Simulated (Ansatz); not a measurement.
What holes 3.0×10^21 cm⁻³ does to BaCd2P2

The reference is BaCd$_{2}$P$_{2}$ (space group P-3m1, No. 164; a = 4.368 Å, c = 7.468 Å; a cell from a computed database, its experimental status unchecked).

Perturbation: 0.370 holes added to each cell, a density of 3.0×10^21 cm⁻³, with a uniform compensating background at fixed cell and a 300 K Fermi–Dirac width.

Level of theory: plane-wave PAW DFT at the PBEsol level (Ansatz, a first-principles code, 420 eV), no SOC. Γ-centred 12×12×7 mesh, Fermi–Dirac width 0.0259 eV.

The gap between the host's bands grows by 0.04 eV to 0.81 eV and the gap character remains indirect, Γ → A. The largest internal atomic displacement comes out as 0.026 Å and the Fermi level relative to the doped band's edge (positive inside the band; to 0.05 eV) is +0.50 eV.

Cost of the whole job for the changed cell (relaxation, final SCF and bands): very roughly 120 core-seconds.

Charged cell with a jellium background: band edges are those of the host's band count, energies are not comparable with the neutral cell, and many-body gap narrowing is missing. Whether these cells are dynamically stable was not tested.
